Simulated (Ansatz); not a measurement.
Start from Ta3O7F (space group Cmmm, No. 65; a = 6.442 Å, b = 10.683 Å, c = 3.845 Å; a cell from a computed database, its experimental status unchecked).

All numbers come from Ansatz (an electronic-structure program), PBEsol, PAW, cutoff 420 eV, no spin-orbit coupling.

One change was made to it. Results:

```json
[
 {"quantity": "volume per atom", "base": "12.03 Å³", "after": "11.28 Å³"},
 {"quantity": "smallest direct gap", "base": "2.91 eV", "after": "3.04 eV"}
]
```

What was done to the base?
A. pressure 1.8 GPa
B. pressure −2 GPa
C. pressure 60 GPa
D. pressure 9 GPa
E. pressure 18 GPa

E, pressure 18 GPa. For comparison, the volume per atom in the other runs: pressure −2 GPa gives 12.13 Å³; pressure 9 GPa gives 11.63 Å³; pressure 1.8 GPa gives 11.94 Å³; pressure 60 GPa gives 10.11 Å³.

With Ta present, leaving out spin-orbit coupling can change the band edges. Load acts through the strain it causes; cell and atoms are relaxed under it. Stability against distortions was not tested. No other phases were tried under pressure.
